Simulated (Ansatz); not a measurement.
# AgCl, response to strain

Base system: AgCl in the CsCl type structure (space group Pm-3m, No. 221; a model cell, its experimental status unchecked).

```xyz
2
Lattice="3.3949 0.0000 0.0000 0.0000 3.3949 0.0000 0.0000 0.0000 3.3949" Properties=species:S:1:pos:R:3 pbc="T T T"
Ag     0.0000     0.0000     0.0000
Cl     1.6974     1.6974     1.6974
```

Cartesian axes are those of the cell as printed.

Strains are applied to the cell and any free atomic positions relax; under biaxial strain the out-of-plane vector relaxes too.

Method: Ansatz (an electronic-structure program) r2SCAN, no spin-orbit coupling.

Notes on the quantities. energy relative to the base: free energy F; pressure: mean of the normal stresses, compression positive.

| variant | band gap | gap character | energy relative to the base | pressure |
|---|---|---|---|---|
| base | 1.23 eV | indirect, X → Γ | 0 meV/atom | 0.00 GPa |
| biaxial strain −3.58 %, plane normal [001], relaxed out of plane | 1.16 eV | indirect, Z → Γ | +17 meV/atom | 2.69 GPa |
| biaxial strain +2.39 %, plane normal [001], relaxed out of plane | 1.13 eV | indirect, X → Γ | +7.1 meV/atom | -1.58 GPa |
| isotropic strain −4.08 % | 1.36 eV | indirect, X → Γ | +62 meV/atom | 9.85 GPa |
| isotropic strain −1.88 % | 1.28 eV | indirect, X → Γ | +12 meV/atom | 3.76 GPa |
| isotropic strain +2.25 % | 1.19 eV | indirect, X → Γ | +14 meV/atom | -3.20 GPa |
| isotropic strain +5.82 % | 1.17 eV | indirect, X → Γ | +84 meV/atom | -6.20 GPa |
| uniaxial strain ε_yy = −3.53 % | 1.19 eV | indirect, X → Γ | +7.9 meV/atom | 2.27 GPa |
| uniaxial strain ε_yy = +0.53 % | 1.22 eV | indirect, Z → Γ | +0.2 meV/atom | -0.30 GPa |
| tensor shear ε_yz = +2.52 % | 1.07 eV | indirect, Z → Γ | -1.5 meV/atom | 0.10 GPa |

Stability against distortions was not tested. Under tensor shear ε_yz = +2.52 % the cell ends below the base's energy or with stress of the wrong sign: the atoms slid into a distortion or the cell is elastically unstable, so the base is not a stable minimum at this level. This is not the structure that AgCl has at room temperature and ambient pressure. k-point labels follow each cell's own Brillouin zone.
